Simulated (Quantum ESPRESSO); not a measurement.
Cost against accuracy: K_POINTS for SiO2 (Pnnm, 36 atoms in the cell)

Cell: a = 4.9464 Å, b = 8.2210 Å, c = 13.9609 Å, α = 90.00°, β = 90.00°, γ = 90.00°.

Method: LDA (PZ), GBRV 1.5 ultrasoft (LDA) pseudopotentials (plane waves; Quantum ESPRESSO).

Base settings: ecutwfc = 40 Ry; ecutrho = 200 Ry; occupations = smearing; smearing = fd; degauss = 0.000734986 Ry; potentials = {Si: si_lda_v1.uspp.F.UPF, O: o_lda_v1.2.uspp.F.UPF}; K_POINTS = automatic 3 2 1 0 0 0; conv_thr = 1e-09 Ry.

Misses are taken against the tightest run, automatic 8 5 3 0 0 0, which need not be fully converged itself. The energy is the free energy per atom.

The count of work is k-points × plane waves × bands × iterations; it is no time, and leaves out set-up, grids and terms that scale otherwise. Core times come from one kind of shared machine and are given to one figure; runs under 30 s give none.

The starting cell comes from a database of computed structures (which also holds hypothetical and non-ambient phases and stackings), without a prior relaxation at this level. Its lattice was rescaled by a random factor within 2.5 % of one.

The runs (K_POINTS): automatic 1 1 1 0 0 0 | automatic 2 1 1 0 0 0 | automatic 2 2 1 0 0 0 | automatic 3 2 1 0 0 0 | automatic 3 2 2 0 0 0 | automatic 4 3 2 0 0 0 | automatic 6 4 2 0 0 0 | automatic 7 4 3 0 0 0 | automatic 8 5 3 0 0 0.

**Question.** Which is the coarsest setting among those run that, with all tighter ones, holds the energy within 10 meV/atom of the reference, and what does it save?

**Answer.** automatic 2 1 1 0 0 0, off by 2.8 meV/atom; it needs 0.067 of the reference's count of work and about 0.1 of the reference's time.

**Question.** Which is the coarsest setting among those run that, with all tighter ones, holds the energy within 0.5 meV/atom of the reference, and what does it save?

**Answer.** automatic 3 2 1 0 0 0, off by 0.07 meV/atom; it needs 0.13 of the reference's count of work and about 0.2 of the reference's time.

**Question.** What does the step from automatic 1 1 1 0 0 0 to automatic 3 2 1 0 0 0 buy?

**Answer.** It takes the miss in the energy from 57 to 0.07 meV/atom, for 4.0 times the count of work and roughly 2 times the time.

```tsv
K_POINTS	energy less reference (meV/atom)	pressure less reference (GPa)	largest difference in the force on any atom (eV/Å)	count of work / reference	core time / reference (rough)
automatic 1 1 1 0 0 0	56.94	0.36	0.577	0.033	0.07
automatic 2 1 1 0 0 0	2.79	0.03	0.035	0.067	0.1
automatic 2 2 1 0 0 0	0.77	0.00	0.013	0.13	0.2
automatic 3 2 1 0 0 0	0.07	0.00	0.001	0.13	0.2
automatic 3 2 2 0 0 0	0.04	0.00	0.001	0.27	0.5
automatic 4 3 2 0 0 0	0.00	0.00	0.000	0.40	0.5
automatic 6 4 2 0 0 0	0.00	0.00	0.000	0.80	1
automatic 7 4 3 0 0 0	0.00	0.00	0.000	0.80	1.0
automatic 8 5 3 0 0 0	0.00	0.00	0.000	1.0	1
```
